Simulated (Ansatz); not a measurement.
Base system: Ta in the bcc (W type) structure (space group Im-3m, No. 229; relaxed with 0.1 eV smearing).

```
Ta
1.0
   -1.64115     1.64115     1.64115
    1.64115    -1.64115     1.64115
    1.64115     1.64115    -1.64115
Ta
1
Direct
  0.00000   0.00000   0.00000
```

Cartesian axes are those of the cell as printed.

Level of theory: PBEsol (Ansatz, an electronic-structure program; PAW; 420 eV plane waves; no spin-orbit coupling).

One thing is altered: the cell is scaled by 1.0100 in all directions, atoms relaxed at fixed cell.

Predict the stress tensor and what it implies for the stiffness.

Stress of the strained cell less that of the base (GPa, compression positive):
```
   -5.8     0.0     0.0
    0.0    -5.8     0.0
    0.0     0.0    -5.8
```

Then B = −ΔP/(ΔV/V₀) with ΔV/V₀ = 0.0303 gives secant stiffness values (nonlinear terms included at this strain): B ≈ 192 GPa.

As a check, the harmonic strain energy −½ V₀ Δσ:ε is 9.7 meV/atom; the computed energy rise is 10 meV/atom.

Stability against distortions was not tested. All final runs are without spin polarisation.
